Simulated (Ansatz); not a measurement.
Effective masses and thermopower of monolayer SnS$_{2}$

```yaml
crystal:
  lattice:
    - [3.66437, 0.00000, 0.00000]
    - [-1.83219, 3.17344, 0.00000]
    - [0.00000, 0.00000, 18.93629]
  atoms:
    - { symbol: Sn, position: [0.00000, 0.00000, 0.50000] }
    - { symbol: S, position: [0.33333, 0.66667, 0.57873] }
    - { symbol: S, position: [0.66667, 0.33333, 0.42127] }
```

Level of theory: PBE, rigid bands (plane waves, PAW, scalar-relativistic; Ansatz, an electronic-structure program). Condition of this run: biaxial strain -1 %. Geometry: cell and atoms relaxed with PBE, then loaded as said.

```yaml
band_gap: 1.55 eV
electron conductivity mass (300 K, dilute): 0.39 mₑ
hole conductivity mass (300 K, dilute): 0.55 mₑ
effective density of states N_c (300 K): 1.5e13 cm⁻²
effective density of states N_v (300 K): 5.3e13 cm⁻²
Seebeck coefficient, n-type 1.9e12 cm⁻², 300 K: -346 μV/K
Seebeck coefficient, p-type 1.9e12 cm⁻², 300 K: 442 μV/K
```

Rigid bands; masses and Seebeck coefficients take one relaxation time τ for all states and one kind of carrier; polarons and phonon drag are left out. Spin-orbit coupling is left out; where it splits the top of the valence band, N_v and the p-type Seebeck coefficient come out somewhat high without it.
